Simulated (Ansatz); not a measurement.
## NaF, response to strain

Start from NaF in the rock salt structure (space group Fm-3m, No. 225; a = 4.629 Å). Axes: x, y, z lie along the cube axes.

Strains are applied to the cell and any free atomic positions relax.

Method: Ansatz (a quantum-chemistry and plane-wave program), PBEsol, PAW, cutoff 420 eV, no spin-orbit coupling.

Candidates:
(a) uniaxial strain ε_zz = +2.00 %
(b) uniaxial strain ε_zz = +1.00 %
(c) uniaxial strain ε_zz = +1.50 %
(d) uniaxial strain ε_zz = +2.50 %

Before the change:

| Property | Result |
|---|---|
| Band gap | 6.20 eV |

Order them by band gap, highest first.

(b) uniaxial strain ε_zz = +1.00 % (6.15 eV), (c) uniaxial strain ε_zz = +1.50 % (6.12 eV), (a) uniaxial strain ε_zz = +2.00 % (6.09 eV), (d) uniaxial strain ε_zz = +2.50 % (6.07 eV)

No phonon test of stability was made.
